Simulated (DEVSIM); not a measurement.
System: TaN/SiO2/p-Si capacitor, at 300 K.

Layer 1 from the left is SiO2, thickness (nm) 3.30. Layer 2 from the left is Si, thickness (nm) 4900, Na (cm⁻³) 1.4e16.

Metal gate on the left, work function 4.4 eV. Fixed charge at the semiconductor interface 3.8e10 cm⁻² (in units of +e); no interface traps.

The device is made up for the run: typed textbook-type constants, with dimensions and the other settings drawn at random. Values at 300 K.

SiO2: gap (eV) 9, affinity (eV) 0.9, permittivity 3.9. Si: gap (eV) 1.124, affinity (eV) 4.05, permittivity 11.7, Nc (cm⁻³) 2.86e19, Nv (cm⁻³) 3.1e19.

Question: Estimate by hand the flat-band voltage, the threshold voltage, and compare with a numerical solution.

Answer: 
- Flat-band voltage: C = 1.05 μF/cm², work-function difference -0.575 V; VFB = φms − qNf/C = -0.58 V; numerical -0.58 V.
- Threshold voltage: φF = 0.364 V, depletion charge √(4εqNφF) = 5.82e-8 C/cm²; VT = VFB + 2φF + Qd/C = 0.20 V; numerical 0.20 V.

DEVSIM, 1D Poisson equation in equilibrium, Boltzmann statistics, complete ionisation; no quantum confinement or tunnelling. Metal contacts follow the ideal Schottky-Mott rule: no Fermi-level pinning, no interface dipoles.
